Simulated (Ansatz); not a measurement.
Here is the system:

End structure of CO on the 1x1 (111) surface of fcc Cu, one in a 2x2 cell, started at the site 'top Cu':

```xyz
18
Lattice="5.1336 0.0000 0.0000 -2.5668 4.4458 0.0000 0.0000 0.0000 25.5000" Properties=species:S:1:pos:R:3 pbc="T T T"
Cu     0.0000     1.4819     9.6433
Cu    -1.2834     3.7049     9.6433
Cu     2.5668     1.4819     9.6433
Cu     1.2834     3.7049     9.6433
Cu     1.2834     0.7410    11.7147
Cu     0.0000     2.9639    11.7147
Cu     3.8502     0.7410    11.7147
Cu     2.5668     2.9639    11.7147
Cu     0.0000     0.0181    13.7934
Cu    -1.2677     2.2138    13.7934
Cu     2.5668     0.0000    13.7728
Cu     1.2677     2.2138    13.7934
Cu     0.0000     1.4819    15.9774
Cu    -1.2809     3.7063    15.8141
Cu     2.5668     1.4790    15.8141
Cu     1.2809     3.7063    15.8141
C      0.0000     1.4819    17.8277
O      0.0000     1.4819    18.9768
```

Model: 18-atom slab, 6.2 Å thick at the start under the adsorbate (thin: gaps and levels are the slab's own), 6x6x1 mesh, Fermi-Dirac 0.1 eV, dipole correction, 8 atoms held, the rest relaxed; symmetry of the start imposed; no spin, no spin-orbit, no U, no dispersion correction. At the end it is bonded to Cu. In PBE this state lies 0.08 eV over the lowest of the starts that converged ('hollow Cu-Cu-Cu over Cu at depth 4.1 Å').

A negative adsorption energy means that the adsorbate is more stable on the surface than in its reference.

### Question
What adsorption energy against CO(g) does PBE in Ansatz (a program for electronic structure) give?

### Answer
-0.67 eV

### Question
What work function of the top face does PBE give?

### Answer
4.70 eV

### Question
Give the change of the work function at the level PBE.

### Answer
-0.071 eV

### Question
What change of the step from the bottom to the top vacuum level, against the clean slab does PBE give?

### Answer
-0.099 eV
